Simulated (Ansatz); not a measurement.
**Effect of pressure 18 GPa on MgSe**

Base system: MgSe in the rock salt structure (space group Fm-3m, No. 225; a = 5.450 Å).

Now apply this change: a hydrostatic pressure of 18 GPa.

Calculations: PBEsol (Ansatz, a first-principles code), no spin-orbit coupling. Γ-centred 10×10×10 mesh, Fermi–Dirac width 0.05 eV.

```csv
quantity,base,changed,shift
volume per atom,20.23 Å³,16.75 Å³,-3.48 Å³
density,4.24 g/cm³,5.12 g/cm³,+0.88 g/cm³
shortest interatomic distance,2.725 Å,2.559 Å,-0.166 Å
enthalpy H = E + PV relative to the base's energy,–,+2.05 eV/atom,–
band gap,1.78 eV,2.06 eV,+0.286 eV
gap character,"indirect, Γ → X","indirect, Γ → X",–
smallest direct gap,2.50 eV,3.94 eV,+1.44 eV
width of the top valence band,2.57 eV,3.21 eV,+0.64 eV
electron mass,"0.49 mₑ along k, 0.23 mₑ across (at X)","0.52 mₑ along k, 0.24 mₑ across (at X)",–
"hole mass (degenerate bands, along [100])","0.16, 0.77, 0.77 mₑ (at Γ)","0.20, 0.62, 0.62 mₑ (at Γ)",–
```

Load acts through the strain it causes; cell and atoms are relaxed under it. Effective masses come from finite differences of ±0.01 Å⁻¹. Along k means along the line from Γ to the band edge. Whether these cells are dynamically stable was not tested. Competing high-pressure phases were not computed.
